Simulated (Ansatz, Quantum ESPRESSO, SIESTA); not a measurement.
Code comparison for FeO (Fm-3m, 4 atoms in the cell)

Self-consistent single point.

```yaml
crystal:
  lattice:
    - [4.43695, 2.21848, 2.21848]
    - [2.21848, 4.43695, 2.21848]
    - [2.21848, 2.21848, 4.43695]
  atoms:
    - { symbol: Fe, position: [0.00000, 0.00000, 0.00000], spin: 4.0 }
    - { symbol: Fe, position: [0.50000, 0.50000, 0.50000], spin: -4.0 }
    - { symbol: O, position: [0.25000, 0.25000, 0.25000] }
    - { symbol: O, position: [0.75000, 0.75000, 0.75000] }
```
(The spins are starting values, not results.)

Shared settings, as Ansatz (a program for electronic structure) writes them: kpoints.mp_grid.grid = 7 7 7; scf.occupations.method = fermi_dirac; scf.occupations.width = 0.01 eV. Potentials and cutoffs stand in the table.

```json
[
 {"code": "SIESTA", "model": "GGA PBEsol, numerical atomic orbitals DZP, PseudoDojo PBEsol standard norm-conserving potentials (rewritten from UPF to PSML)", "pressure (GPa)": "-25.13", "cutoff": "grid 400 Ry"},
 {"code": "Ansatz", "model": "PBEsol, PAW files made with PBE", "pressure (GPa)": "-21.68", "cutoff": "default"},
 {"code": "Quantum ESPRESSO", "model": "PBEsol, PSlibrary PAW (PBE) pseudopotentials", "pressure (GPa)": "-21.61", "cutoff": "55 Ry"}
]
```

On Ansatz's run: the magnetic order is the one reached from the typed start; others were not searched systematically. The program warned that, by what it read of turns of the moments, another magnetic order lies lower.

The spread over the programs that give each value: pressure within 3.52 GPa.

SIESTA uses small atom-centred bases, whose incompleteness enters pressures, forces and empty levels differently from a plane-wave cutoff. Ansatz's pressure is given at a fixed set of plane waves, as the other plane-wave codes print theirs; with its correction for the finite basis it is -21.25 GPa (the shift of 0.42 GPa shows how far the cutoff is from converged). In the pressure, SIESTA (by 3.48) lies more than 1 GPa from the median of the plane-wave programs.

The starting cell has typed, rounded lattice constants, without a prior relaxation at this level. Its lattice was rescaled by a random factor within 2.5 % of one.

Left out of this page: GPAW (failed or unconverged); Elk (not drawn, or without a comparable value).

Keys are those of Ansatz 0.2.
